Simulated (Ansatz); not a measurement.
Hypothetical P6_3/mmc SnS2: thickness series

Take SnS₂ in the 2H-MoS2 type structure (space group P6_3/mmc, No. 194; a = 3.589 Å, c = 11.889 Å; a hypothetical phase, not in the database extracts checked; layered, stacked along the Cartesian z axis) as the base.

Free-standing slabs (3 atom(s) a layer) normal to the stacking axis with 15 Å of vacuum; in-plane cell relaxed.

Levels (all Ansatz, a first-principles code, PAW): PBE-D3(BJ) (420 eV, no spin-orbit coupling); HSE06 (420 eV, spin-orbit coupling left out).

Band gaps by level, all at the geometries relaxed with PBE-D3(BJ):

| case | PBE-D3(BJ) | HSE06 |
|---|---|---|
| base | zero | – |
| 1 layer | 0.78 eV | 1.52 eV |
| 2 layers | 0.49 eV | 1.14 eV |
| 3 layers | 0.32 eV | 1.02 eV |

Single points use the geometry relaxed with PBE-D3(BJ). HSE06 gaps are upper bounds (no full band path). Stability against distortions was not tested. The final runs are not spin-polarised. A zero or small gap of SnS2 can be the functional's error rather than a property of the material.
